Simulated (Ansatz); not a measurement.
Start from PbS in the rock salt structure (space group Fm-3m, No. 225; a = 6.009 Å).

Level of theory: PBE, PAW, 420 eV (Ansatz, a first-principles code; without spin-orbit coupling).

Base values:

- Valley order = L along ⟨111⟩ 0.49 eV; a point along ⟨110⟩, about 0.6 Å⁻¹ from Γ 1.36 eV
- Shortest interatomic distance = 3.005 Å

Modification: hydrostatic tension (pressure −2 GPa).

Task: What happens to the mean gap deformation potential ΔEg/Δln V?

Result: The mean gap deformation potential ΔEg/Δln V amounts to +3.1 eV.

Task: Estimate the effect on the valley order.

Result: The valley order (the lowest conduction-band minima on the path, energy above the VBM, named in the base's zone) changes from L along ⟨111⟩ 0.49 eV; a point along ⟨110⟩, about 0.6 Å⁻¹ from Γ 1.36 eV to L along ⟨111⟩ 0.62 eV; a point along ⟨110⟩, about 0.6 Å⁻¹ from Γ 1.45 eV.

Task: Predict the new shortest interatomic distance.

Result: The shortest interatomic distance goes up by 0.0420 Å to 3.046 Å.

With Pb present, leaving out spin-orbit coupling can change the band edges. Load acts through the strain it causes; cell and atoms are relaxed under it. Whether these cells are dynamically stable was not tested. The base started in Pnma and relaxed to Fm-3m at this level.
